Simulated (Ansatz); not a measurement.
# A computed series for Al2Pt: pressure series

Start from Al₂Pt (space group Fm-3m, No. 225).

Space group Fm-3m (No. 225); a = b = c = 5.8961 Å, α = β = γ = 90.00°

```tsv
atom	site	symmetry	x	y	z
Al	8c	-43m	0.2500	0.2500	0.2500
Pt	4a	m-3m	0.0000	0.0000	0.0000
```
(The calculation used a cell of 3 atoms; values per cell refer to that cell.)

Cell and atoms are relaxed at each pressure.

Calculations: PBEsol, PAW, 420 eV (Ansatz, a quantum-chemistry and plane-wave program; scalar-relativistic without spin-orbit coupling).

Notes on the quantities. enthalpy: H = E + PV relative to the base's energy.

| change | volume per atom | enthalpy |
|---|---|---|
| base | 17.08 Å³ | – |
| pressure −2 GPa | 17.34 Å³ | -0.21 eV/atom |
| pressure −1 GPa | 17.21 Å³ | -0.11 eV/atom |
| pressure 0.9 GPa | … | +0.10 eV/atom |
| pressure 2.1 GPa | 16.83 Å³ | +0.22 eV/atom |
| pressure 4.5 GPa | 16.57 Å³ | +0.47 eV/atom |
| pressure 9 GPa | 16.13 Å³ | +0.93 eV/atom |
| pressure 15 GPa | … | +1.53 eV/atom |
| pressure 22.5 GPa | … | +2.24 eV/atom |
| pressure 30 GPa | … | +2.94 eV/atom |

### Question
Some entries are withheld; estimate them.

### Answer

- pressure 0.9 GPa, volume per atom: 16.97 Å³
- pressure 15 GPa, volume per atom: 15.63 Å³
- pressure 22.5 GPa, volume per atom: 15.09 Å³
- pressure 30 GPa, volume per atom: 14.64 Å³

Load acts through the strain it causes; cell and atoms are relaxed under it. Stability against distortions was not tested. Competing high-pressure phases were not computed. All final runs are without spin polarisation.
